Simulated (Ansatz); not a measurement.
## Ca: energy against volume

Ca (fcc, Fm-3m, 40.599 Å³/atom and stress up to 0.01 GPa in the relaxed cell, cube axes along x, y and z) under an equal strain ε along all three axes. PBEsol in Ansatz, a plane-wave DFT program (PAW, default set), 420 eV, 21×21×21 Γ-centred mesh, Fermi-Dirac smearing 0.10 eV. Against the start cell, which lies near the measured one, the relaxed cell differs by -6.5 % in volume; the values below rest on it.

Here V stands for volume and E for E less E0.

```csv
volume (Å³/atom),E less E0 (meV/atom),pressure (GPa)
38.2114,8.30,1.22
38.7993,4.57,0.89
39.3931,1.96,0.58
39.9930,0.45,0.29
40.5990,0.00,0.01
41.2110,0.57,-0.26
41.8291,2.14,-0.51
42.4534,4.67,-0.74
43.0839,8.12,-0.97
44.3636,?,?
```

The 9 complete rows are fitted with the third-order Birch-Murnaghan form, a cubic in V^(-2/3), E against V. With u = V^(-2/3) - 0.0847, the rows have u = 0.0034464, 0.0025537, 0.0016747, 0.0008088, -0.0000443, -0.0008845, -0.0017122, -0.0025278, -0.0033314. Least squares gives E = -0.003 - 15.7·u + 715773·u² - 3487863·u³. Residuals (row less fit): -0.002, 0.003, -0.002, -0.001, 0.001, -0.003, 0.000, 0.003, -0.002; standard error 0.003 (degrees of freedom: 5). Its minimum lies at u = 0.0000110, so V0 = (0.0847110)^(-3/2) = 40.56. There d²E/du² = 1431000 and d³E/du³ = -2.093e7, so B0 = (4/9) × 40.56^(-7/3) × 1431000 × 0.160218 = 18.0 GPa (the last factor turns the table's units into GPa), and B0' = 4 + (2/3) × 0.0847110 × (-2.093e7)/1431000 = 3.2. B0' rests on the cubic coefficient alone and has a standard error of 0.1 from these residuals.

**Question.** Predict the withheld E at V = 44.3636 from the fit, and compare with the calculation.

**Answer.** u = -0.0049038, so E = -0.003 - 15.7 × (-0.0049038) + 715773 × (-0.0049038)² - 3487863 × (-0.0049038)³ = 17.698 meV/atom. The calculation gives 17.69 meV/atom, 0.008 meV/atom below the prediction (0.0 % of the range of E in the table). The row lies outside the fitted rows, so this is an extrapolation. The scatter of the fitted rows lies at the last printed digit.

In a metal these values are sensitive to mesh and smearing; energies are taken to zero smearing, stresses follow the free energy. Other structures, which can take over under pressure, weren't tried. The same form fitted to the pressure column gives B0' = 3.2; series where the two differ by over 0.4 aren't shown. Rows are the converged runs of the series near zero and its far end, less any whose ions stayed unrelaxed beside relaxed ones; series whose fitted rows scatter by over a few per cent of the range, as at a crossing or softening among them, aren't shown in this form.
